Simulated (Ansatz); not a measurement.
Ta$_{2}$N in the anti-CdI2 type structure (space group P-3m1, No. 164)

```cif
data_NTa2
_chemical_formula_sum 'N1 Ta2'
_space_group_name_H-M_alt 'P-3m1'
_space_group_IT_number 164
_space_group_name_Hall '-P 3 2"'
_cell_length_a 3.06666
_cell_length_b 3.06666
_cell_length_c 4.88450
_cell_angle_alpha 90.000
_cell_angle_beta 90.000
_cell_angle_gamma 120.000
loop_
_atom_site_label
_atom_site_type_symbol
_atom_site_symmetry_multiplicity
_atom_site_Wyckoff_symbol
_atom_site_fract_x
_atom_site_fract_y
_atom_site_fract_z
_atom_site_occupancy
N1 N 1 a 0.00000 0.00000 0.00000 1
Ta1 Ta 2 d 0.33333 0.66667 0.25706 1
```

Calculations: r2SCAN+rVV10 (Ansatz, an electronic-structure program), scalar-relativistic without spin-orbit coupling. Settings: 17×17×10 k-points, 0.05 eV Fermi–Dirac smearing.

The volume per atom is 13.26 Å³ and the density comes out as 15.69 g/cm³. The band gap is zero and the total energy is -6756.832 eV/atom (σ→0; compares only within this code and set-up).

No phonon test of stability was made. The final runs are not spin-polarised. An odd electron count without spin: Ta2N.
